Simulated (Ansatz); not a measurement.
The parent structure is Ta in the bcc (W type) structure (space group Im-3m, No. 229; a = 3.3196 Å).

Computed with Ansatz (a first-principles code), PBE, PAW, cutoff 420 eV, spin-orbit coupling left out.

Base values:

The volume per atom is 18.29 Å³.

One thing is altered: cell and atoms relaxed at a pressure of 9 GPa.

Problem. How does this affect the volume per atom?

Solution. The volume per atom drops by 0.76 Å³ to 17.53 Å³.

Load acts through the strain it causes; cell and atoms are relaxed under it. Whether these cells are dynamically stable was not tested. No other phases were tried under pressure. The final runs are not spin-polarised.
